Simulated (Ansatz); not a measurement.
Sc₃Al (Pm-3m), PBEsol, DFPT electron-phonon coupling, linearised Boltzmann equation (Ansatz, an electronic-structure program). Phonon-limited resistivity 40.9 μΩ·cm at 300 K, 57.2 μΩ·cm at 400 K, current-weighted mean free path 3.2 nm, Drude plasma energy 3.57 eV.

Task: Estimate the resistivity of a 20 nm square wire with diffuse walls from ρ ≈ ρ₀(1 + 3ℓ/4d).

Result: 1 + 0.75 × 3.2/20 = 1.12, so ρ ≈ 45.8 μΩ·cm and a line 1 μm long has 1150 Ω. The formula is the free-electron limit for d well above ℓ; grain boundaries add to it.

Task: What temperature coefficient of resistance follows, and how does it compare with 1/T?

Result: (ρ₄₀₀ − ρ₃₀₀)/(100 K × ρ₃₀₀) = 3.99×10⁻³ K⁻¹, against 1/T = 3.33×10⁻³ K⁻¹ for a resistivity proportional to T. It lies higher because phonons are still being populated at 300 K; impurities would add a constant and lower it.

Task: What is the classical skin depth at 1 GHz (nonmagnetic, μ₀ = 1.257×10⁻⁶ H/m)?

Result: δ = √(ρ/(π f μ₀)) = 10200 nm.

A metal at this level (no band gap). Only scattering by harmonic phonons is included (no impurities, grain boundaries, electron-electron scattering or thermal expansion). Spin-orbit coupling is left out. Halving the electron mesh (20x20x20) moves the resistivity by up to 1 % at 300 K, the mean free path by up to 3 %. Smearing 0.20 eV; phonons on a 3x3x3 q mesh, which this run doesn't test.

Computed structure with no diffraction record at hand here (it may be known, metastable or hypothetical): Sc3Al (Pm-3m).
